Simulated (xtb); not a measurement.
xtb 6.7.1, GFN2-xTB: Hf(OH)2(OiPr)2 (CC(C)[O][Hf]([OH])([OH])[O]C(C)C), 27 atoms. The geometry is a generated start, not checked to be a minimum at this level.

```
Item                                                                                                           Result
------------------------  -------------------------------------------------------------------------------------------
method                                                                                                       GFN2-xTB
--acc                                                                                                     1 (default)
--etemp (K)                                                                                             300 (default)
detailed input (--input)  none: ANC optimiser, Lindh (1995) Hessian, microcycle=20, maxdispl=1.0, hlow=0.01 (default)
basis functions                                                                                                    66
valence electrons                                                                                                  68
```

```xyz
27

Hf    -0.5623     0.7351     0.2341
O     -0.5439     1.1920    -1.5884
H     -0.5817     2.1534    -1.6626
O     -1.7546     1.9867     0.9861
H     -1.2086     2.5735     1.5227
O      0.9884     1.4402     1.0340
C      2.0540     0.5388     0.9577
C      3.3774     1.2809     1.1854
C      2.0542    -0.1610    -0.4151
H      1.9378    -0.2300     1.7493
H      3.5191     2.0227     0.4020
H      4.2116     0.5840     1.1803
H      3.3459     1.7934     2.1438
H      1.1314    -0.7477    -0.5128
H      2.0885     0.5992    -1.2010
H      2.9153    -0.8206    -0.5153
O     -0.8289    -1.0372     0.7818
C     -1.8838    -1.5803     0.0486
C     -1.3872    -2.0442    -1.3322
C     -3.0053    -0.5371    -0.1243
H     -2.2795    -2.4531     0.6021
H     -0.9999    -1.1781    -1.8803
H     -2.1968    -2.4983    -1.8983
H     -0.5928    -2.7800    -1.2114
H     -3.2405    -0.0971     0.8498
H     -2.6542     0.2594    -0.7980
H     -3.9036    -0.9948    -0.5379
```

Charge 0 and multiplicity 1 are set for this test and not shown to be the ground state.

The structure is relaxed from this start with --opt LEVEL for the levels crude, sloppy, loose, lax, normal, tight, vtight, extreme, once each. Up to the end of the extreme run atoms move by at most 1.6 Å along an axis.

Problem. Choose the cheapest level whose final energy lies within 1 meV of that of extreme.

Solution. normal: 40 cycles against 53, ending 0.18 meV above.

```json
[
 {"level": "crude", "cycles": "1", "energy above the extreme run (meV)": "140", "gradient norm (eV/Å)": "0.16"},
 {"level": "sloppy", "cycles": "1", "energy above the extreme run (meV)": "140", "gradient norm (eV/Å)": "0.16"},
 {"level": "loose", "cycles": "1", "energy above the extreme run (meV)": "140", "gradient norm (eV/Å)": "0.16"},
 {"level": "lax", "cycles": "7", "energy above the extreme run (meV)": "140", "gradient norm (eV/Å)": "0.10"},
 {"level": "normal", "cycles": "40", "energy above the extreme run (meV)": "0.18", "gradient norm (eV/Å)": "0.043"},
 {"level": "tight", "cycles": "43", "energy above the extreme run (meV)": "0.059", "gradient norm (eV/Å)": "0.022"},
 {"level": "vtight", "cycles": "50", "energy above the extreme run (meV)": "under 0.01", "gradient norm (eV/Å)": "0.0038"},
 {"level": "extreme", "cycles": "53", "energy above the extreme run (meV)": "—", "gradient norm (eV/Å)": "0.0015"}
]
```
